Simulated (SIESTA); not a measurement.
Input and output of a self-consistent single point for MnO (Fm-3m, 4 atoms in the cell) (SIESTA).

Computed with GGA PBEsol, numerical atomic orbitals TZP, PseudoDojo PBEsol standard norm-conserving potentials (rewritten from UPF to PSML) (SIESTA).

```yaml
crystal:
  lattice:
    - [4.48040, 2.24020, 2.24020]
    - [2.24020, 4.48040, 2.24020]
    - [2.24020, 2.24020, 4.48040]
  atoms:
    - { symbol: Mn, position: [0.00000, 0.00000, 0.00000], spin: 5.0 }
    - { symbol: Mn, position: [0.50000, 0.50000, 0.50000], spin: -5.0 }
    - { symbol: O, position: [0.25000, 0.25000, 0.25000] }
    - { symbol: O, position: [0.75000, 0.75000, 0.75000] }
```
(The spins are starting values, not results.)

Reference input (self-consistent single point, DFT, GGA PBE, numerical atomic orbitals TZP, PseudoDojo PBE standard norm-conserving potentials (rewritten from UPF to PSML)): XC.functional = GGA; XC.authors = PBE; potentials = PseudoDojo PBE standard; PAO.BasisSize = TZP; PAO.EnergyShift = 0.01 Ry; MeshCutoff = 350 Ry; kgrid.MonkhorstPack = 5 5 5; OccupationFunction = FD; ElectronicTemperature = 0.05 eV; Spin = polarized; DM.InitSpin = [1 +5.00, 2 -5.00, 3 +0.00, 4 +0.00]; MaxSCFIterations = 150. This run's input differs from it in these lines:

```diff
@@ -1,2 +1,2 @@
-# files in the folder: Mn.psml O.psml (PseudoDojo PBE standard)
+# files in the folder: Mn.psml O.psml (PseudoDojo PBEsol standard)
 SystemName  MnO
@@ -25,3 +25,3 @@
 XC.functional                GGA
-XC.authors                   PBE
+XC.authors                   PBEsol
 PAO.BasisSize                TZP
```

Log, with long lists cut:

```
        iscf     Eharris(eV)        E_KS(eV)     FreeEng(eV)     dDmax    Ef(eV) dHmax(eV)
   scf:    1    -6797.962321    -6807.594990    -6807.606188  0.428369 -1.988380 11.453399
     spin moment: {S} , |S| = {        0.0        0.0    0.00000 }     0.00000
   scf:    2    -6816.565972    -6812.437859    -6812.447012  0.087562 -2.563686  7.848306
     spin moment: {S} , |S| = {        0.0        0.0    0.00000 }     0.00000
   scf:    3    -6816.821326    -6816.104515    -6816.104547  0.164880 -3.205733  1.081249
     spin moment: {S} , |S| = {        0.0        0.0    0.00000 }     0.00000
   [... lines left out ...]
     spin moment: {S} , |S| = {        0.0        0.0    0.00000 }     0.00000
   scf:    8    -6816.194572    -6816.194537    -6816.194551  0.000984 -3.321032  0.043332
     spin moment: {S} , |S| = {        0.0        0.0    0.00000 }     0.00000
   scf:    9    -6816.194635    -6816.194609    -6816.194622  0.001326 -3.327573  0.002755
     spin moment: {S} , |S| = {        0.0        0.0    0.00000 }     0.00000
   scf:   10    -6816.194610    -6816.194610    -6816.194622  0.000080 -3.326913  0.000076
     spin moment: {S} , |S| = {        0.0        0.0    0.00000 }     0.00000
SCF Convergence by DM+H criterion
max |DM_out - DM_in|         :     0.0000797993
max |H_out - H_in|      (eV) :     0.0000759043
SCF cycle converged after 10 iterations

Using DM_out to compute the final energy and forces

siesta: E_KS(eV) =            -6816.1946

siesta: E_KS - E_eggbox =     -6816.1946

siesta: Atomic forces (eV/Ang):
     1   -0.000000    0.000000    0.000000
     2    0.000000   -0.000000    0.000000
     3   -0.000000   -0.000000   -0.000000
     4    0.000000    0.000000   -0.000000
   Tot    0.000000   -0.000000   -0.000000
   Max    0.000000
   Res    0.000000    sqrt( Sum f_i^2 / 3N )
   Max    0.000000    constrained

Stress tensor Voigt[x,y,z,yz,xz,xy] (kbar):      118.86      118.86      118.86       13.19       13.19       13.19
(Free)E + p*V (eV/cell)    -6819.5308
   [... lines left out ...]
siesta: FreeEng =     -6816.194622
siesta: Cell volume =         44.969860 Ang**3
siesta:        -118.85976430       -118.85976431  kBar
   [... lines left out ...]
             -0.125   0.182   0.182   0.182   0.003   0.003   0.003   0.003

              0.003

mulliken: Qtot =       21.000

Mulliken Atomic Populations:
Atom #   charge [q] valence [e]      Sz [e]  Species
     1     0.416045   14.583955    4.652655  Mn
     2     0.416045   14.583955   -4.652655  Mn
     3    -0.416045    6.416045   -0.000000  O
     4    -0.416045    6.416045   -0.000000  O
 Total     0.000000                0.000000
```

The run converged in 10 iterations. Against the reference run the pressure goes from -5.04 to -11.89 GPa and the gap on the mesh goes from 0.996 to 0.860 eV.

The starting cell has typed, rounded lattice constants, without a prior relaxation at this level. Its lattice was rescaled by a random factor within 2.5 % of one. The magnetic order is the one reached from the typed start; others were not searched systematically. Values carry the incompleteness of an atom-centred basis. With a pressure of about -12 GPa the cell is away from its equilibrium volume at this level.

Cost on one core of a shared machine: roughly 70 s.
